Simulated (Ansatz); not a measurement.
Density of states of LaF (P6_3/mmc) near the Fermi level, PBEsol, rigid bands (Ansatz, an electronic-structure program).

(E − E_F (eV), states/eV/cell): (-1.95, 0.00); (-1.85, 0.00); (-1.75, 0.09); (-1.65, 0.30); (-1.55, 0.46); (-1.45, 0.60); (-1.35, 0.72); (-1.25, 0.85); (-1.15, 0.99); (-1.05, 1.14); (-0.95, 1.33); (-0.85, 1.98); (-0.75, 3.00); (-0.65, 4.64); (-0.55, 6.90); (-0.45, 6.33); (-0.35, 3.53); (-0.25, 2.70); (-0.15, 2.29); (-0.05, 2.14); (0.05, 2.43); (0.15, 2.21); (0.25, 2.02); (0.35, 1.94); (0.45, 1.93); (0.55, 2.05); (0.65, 2.66); (0.75, 3.50); (0.85, 4.56); (0.95, 6.55); (1.05, 7.40); (1.15, 14.4); (1.25, 19.4)

### Question
With 4 atoms a cell, what bare Sommerfeld coefficient γ = (π²/3) k_B² N(E_F) follows?

### Answer
N(E_F) ≈ 2.2 states/eV a cell at 300 K, so γ ≈ 1.32 mJ/(mol of atoms·K²), before many-body enhancement (phonons, spin fluctuations, correlation).

### Question
How far does the Fermi level move in a rigid band for 0.1 electron a cell added or removed?

### Answer
43 meV and -46 meV.

A metal at this level (no band gap); rigid bands, thermally averaged at 300 K, both spins. Spin-orbit coupling is left out. Geometry: cell and atoms relaxed with PBEsol.

Computed structure with no diffraction record at hand here (it may be known, metastable or hypothetical): LaF (P6_3/mmc).
